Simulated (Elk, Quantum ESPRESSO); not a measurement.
An Elk input for a self-consistent single point of Ba (P-1, 2 atoms in the cell) (DFT, PBEsol, all-electron FP-LAPW, Elk's shipped species files, LAPW+lo basis):

```
tasks
  0

xctype
  22

rgkmax
  7.5

gmaxvr
  14.0

nxoapwlo
  1

stype
  0

swidth
  0.00999582

avec
    4.0751679316   -7.3927597776    0.0000000000
    4.0751679316    7.3927597776    0.0000000000
    0.0000000000    0.0000000000   13.7369256465

atoms
  1   : nspecies
  'Ba.in'   : spfname
  2   : natoms; atposl, bfcmt below
  0.6517180000  0.3468380000  0.7476300000    0.0 0.0 0.0
  0.3482820000  0.6531620000  0.2523700000    0.0 0.0 0.0

ngridk
  6 6 3
```

**Question.** Write the same calculation as an input for Quantum ESPRESSO.

**Answer.** One input that does it (others would too):

```fortran
&CONTROL
   calculation = 'scf'
   prefix = 'pwscf'
   outdir = './tmp'
   pseudo_dir = './'
   tprnfor = .true.
   tstress = .true.
/
&SYSTEM
   ibrav = 0
   nat = 2
   ntyp = 1
   ecutwfc = 60
   occupations = 'smearing'
   smearing = 'gauss'
   degauss = 0.019992
/
&ELECTRONS
   conv_thr = 1.0d-10
/
ATOMIC_SPECIES
Ba   137.3270  Ba.upf
ATOMIC_POSITIONS {crystal}
Ba    0.6517180000    0.3468380000    0.7476300000
Ba    0.3482820000    0.6531620000    0.2523700000
K_POINTS {automatic}
6 6 3  0 0 0
CELL_PARAMETERS {angstrom}
   2.1564860000    -3.9120800000     0.0000000000
   2.1564860000     3.9120800000     0.0000000000
   0.0000000000     0.0000000000     7.2692680000
```

Basis settings and potentials, where a program has them, do not carry over. This input uses DFT, PBEsol, plane waves, PseudoDojo standard norm-conserving (PBESOL) pseudopotentials.

The starting cell comes from a database of computed structures (which also holds hypothetical and non-ambient phases and stackings), without a prior relaxation at this level. Its lattice was rescaled by a random factor within 2.5 % of one. For this run, on top of that: atoms moved at random.
